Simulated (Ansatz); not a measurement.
Where the default PAW files enter, the runs use the earlier of Ansatz's two default sets.

Crystal: SrNiF6 (R-3m, not sure to be the ambient phase, 8 atoms a cell, 12.0 Å³ an atom); planes in its conventional cell.

Computed with r2SCAN (plane waves, PAW; Ansatz, a quantum-chemistry and plane-wave program).

The gap is the functional's own, uncorrected, and κ follows it; spin-orbit coupling is left out. Mid-gap values are interpolated between the computed energies.

| plane | area of the cell (Å²) | mid-gap κ (1/Å) | largest κ in the gap (1/Å) |
|---|---|---|---|
| (110) | 27.1 | 0.46 | 0.48 |
| (100) | 47.0 | … | … |

The slowest decay depends on the direction. Supply the withheld values.


- (100), mid-gap κ (1/Å): 0.42
- (100), largest κ in the gap (1/Å): 0.42
